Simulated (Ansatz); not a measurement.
The reference is ZnGeP$_{2}$ in the chalcopyrite structure (space group I-42d, No. 122; a = 5.4242 Å, c = 10.7095 Å). Axes: x, y, z lie along a, b, c of the conventional cell.

Method: plane-wave PAW DFT at the PBEsol level (Ansatz, a first-principles code, 420 eV), scalar-relativistic without spin-orbit coupling.

Now apply this change: tensile biaxial strain of 1.85 % in the plane normal to [001], as in epitaxy on a mismatched substrate; the out-of-plane cell vector and the atoms relax.

What happens to the energy relative to the base?

The energy goes up by 5.4 meV/atom.

How does this affect the ratio −ε⊥/ε∥?

The ratio −ε⊥/ε∥ amounts to 0.94.

No phonon test of stability was made.
